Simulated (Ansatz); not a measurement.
The parent structure is MgS in the rock salt structure (space group Fm-3m, No. 225; a = 5.182 Å).

Calculations: PBEsol in Ansatz (plane waves to 420 eV, PAW, spin-orbit coupling left out).

Before the change:

Hole mass: 0.25, 0.92, 0.92 mₑ (at Γ)
Valley order: X along ⟨100⟩ 2.73 eV; Γ 3.69 eV
Electron mass: 0.53 mₑ along k, 0.29 mₑ across (at X)
Width of the top valence band: 2.43 eV

Perturbation: cell and atoms relaxed at a pressure of 4.5 GPa.

Task: What happens to the hole mass, valley order, electron mass and width of the top valence band?

Result: The hole mass (degenerate bands, along [100]) becomes 0.26, 0.87, 0.87 mₑ (at Γ) (base: 0.25, 0.92, 0.92 mₑ (at Γ)); the valley order (the lowest conduction-band minima on the path, energy above the VBM, named in the base's zone) goes from X along ⟨100⟩ 2.73 eV; Γ 3.69 eV to X along ⟨100⟩ 2.83 eV; Γ 4.11 eV; the electron mass becomes 0.54 mₑ along k, 0.29 mₑ across (at X) (base: 0.53 mₑ along k, 0.29 mₑ across (at X)); the width of the top valence band goes up by 0.15 eV (2.43 eV → 2.58 eV).

The levels and masses belong to the bands next to the band gap. Load acts through the strain it causes; cell and atoms are relaxed under it. Effective masses come from finite differences of ±0.01 Å⁻¹. Along k means along the line from Γ to the band edge. No phonon test of stability was made.

Ansatz is a first-principles code.
